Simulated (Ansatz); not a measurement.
In a (7,0) ZnO nanotube, the lowest empty band has its minimum at Γ and lies 0.016 eV higher 0.0349 Å⁻¹ away along the axis.

These are PBE (plane waves to 420 eV, PAW; Ansatz, a first-principles code) values and carry that method's errors. Mesh 1×1×6. No spin polarisation. Isolated but for its images some 11 Å away. A hypothetical model, rolled from the flat sheet. Only distortions within the start's symmetry and period were free.

Task: Estimate the electron mass along the axis.

Result: For a parabola ΔE = ħ²Δk²/2m, and ħ²/2mₑ = 3.810 eV Å². So m/mₑ = 3.810 × 0.0349²/0.016 = 0.29. The curvature over a step a third as long gives 0.29; the band is close to a parabola here.
